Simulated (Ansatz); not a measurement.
Data:

```yaml
crystal:
  lattice:
    - [6.69934, 0.00000, 0.00000]
    - [0.00000, 3.61810, 0.00000]
    - [-1.48085, 0.00000, 9.44192]
  atoms:
    - { symbol: Sn, position: [0.01478, 0.50000, 0.43185] }
    - { symbol: Sn, position: [0.49542, 0.50000, 0.02753] }
    - { symbol: Sn, position: [0.94375, 0.00000, 0.08494] }
    - { symbol: Sn, position: [0.44727, 0.00000, 0.45481] }
    - { symbol: O, position: [0.97323, 0.00000, 0.31011] }
    - { symbol: S, position: [0.61892, 0.00000, 0.87803] }
    - { symbol: S, position: [0.18100, 0.00000, 0.61475] }
    - { symbol: S, position: [0.41672, 0.00000, 0.18995] }
    - { symbol: S, position: [0.70684, 0.50000, 0.55345] }
    - { symbol: S, position: [0.10537, 0.50000, 0.94153] }
    - { symbol: O, position: [0.29808, 0.50000, 0.38032] }
    - { symbol: O, position: [0.79861, 0.50000, 0.13272] }
```

No spin polarisation.

All numbers come from Kohn–Sham DFT with the PBEsol functional, run in Ansatz (a quantum-chemistry and plane-wave program) with PAW and 420 eV plane waves, spin-orbit coupling left out, earlier PAW set. Γ-centred 5×9×4 mesh, Fermi–Dirac width 0.05 eV.

Q: Predict the band gap and gap character.

A: The band gap is 0.64 eV. The gap character (in this cell's own zone, which can be folded) is indirect, D–B (71 % along) → Γ.

These are small ordered cells, not random alloys; other orderings at the same x differ. Whether these cells are dynamically stable was not tested. The cell was made from SnO2 by this change: x(S) = 0.625, 12 atoms, Pm. Under x(S) = 0.625, 12 atoms, Pm the cell changed shape so far that it is another structure.
